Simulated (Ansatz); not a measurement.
Band-edge transport in semiconductors and insulators: compounds that share space group F-43m and stoichiometry, HSE06, rigid bands (Ansatz, a first-principles code); geometry: cell and atoms relaxed with PBEsol.

```json
[
 {"Compound": "CdSe", "volume per atom (Å³)": "28.1", "band gap": "(withheld)", "electron conductivity mass": "0.120 mₑ", "Seebeck coefficient, n-type 1e19 cm⁻³": "(withheld)"},
 {"Compound": "BeS", "volume per atom (Å³)": "14.2", "band gap": "4.04 eV", "electron conductivity mass": "0.36 mₑ", "Seebeck coefficient, n-type 1e19 cm⁻³": "-272 μV/K"},
 {"Compound": "BeSe", "volume per atom (Å³)": "16.9", "band gap": "3.45 eV", "electron conductivity mass": "(withheld)", "Seebeck coefficient, n-type 1e19 cm⁻³": "-268 μV/K"},
 {"Compound": "GaAs", "volume per atom (Å³)": "22.6", "band gap": "1.40 eV", "electron conductivity mass": "0.070 mₑ", "Seebeck coefficient, n-type 1e19 cm⁻³": "-50 μV/K"},
 {"Compound": "InAs", "volume per atom (Å³)": "28.2", "band gap": "0.42 eV", "electron conductivity mass": "0.031 mₑ", "Seebeck coefficient, n-type 1e19 cm⁻³": "-31 μV/K"}
]
```

What belongs in the gaps?


- CdSe, band gap: 1.55 eV
- CdSe, Seebeck coefficient, n-type 1e19 cm⁻³: -74 μV/K
- BeSe, electron conductivity mass: 0.34 mₑ

Masses are for dilute carriers at 300 K, harmonic means over directions unless an axis is named. Seebeck coefficients are for the stated density at 300 K, with one relaxation time for all states and whether or not that doping can be reached. Spin-orbit coupling is left out.
